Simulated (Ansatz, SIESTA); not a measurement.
# Code comparison for BiSbPd2 (P-6m2, 4 atoms in the cell)

Self-consistent single point.

```yaml
crystal:
  lattice:
    - [4.13436, 0.00000, 0.00000]
    - [-2.06718, 3.58046, 0.00000]
    - [0.00000, 0.00000, 5.61679]
  atoms:
    - { symbol: Sb, position: [0.66667, 0.33333, 0.00000] }
    - { symbol: Bi, position: [0.00000, 0.00000, 0.50000] }
    - { symbol: Pd, position: [0.33333, 0.66667, 0.75651] }
    - { symbol: Pd, position: [0.33333, 0.66667, 0.24349] }
```

Shared settings, as Ansatz (a program for electronic structure) writes them: kpoints.mp_grid.grid = 6 6 4; magnetization.spin_orbit = true; scf.occupations.method = fermi_dirac; scf.occupations.width = 0.1 eV. Potentials and cutoffs stand in the table.

| code | model | pressure (GPa) | largest force (eV/Å) | cutoff |
|---|---|---|---|---|
| SIESTA | GGA PBEsol with spin-orbit coupling, numerical atomic orbitals DZP, PseudoDojo PBEsol fully relativistic norm-conserving potentials (rewritten from UPF to PSML) | – | 0.027 | grid 400 Ry |
| Ansatz | PBEsol with spin-orbit coupling, PAW files made with PBE | 2.05 | 0.086 | 420 eV |

A dash marks a value that a program does not give, or that is left out as unsure.

The spread over the programs that give each value: largest force within 0.059 eV/Å.

SIESTA uses small atom-centred bases, whose incompleteness enters pressures, forces and empty levels differently from a plane-wave cutoff.

The starting cell comes from a database of computed structures (which also holds hypothetical and non-ambient phases and stackings), without a prior relaxation at this level. Its lattice was rescaled by a random factor within 2.5 % of one.

Left out of this page: FLEUR (with a known weakness of the program).

Keys are those of Ansatz 0.2.
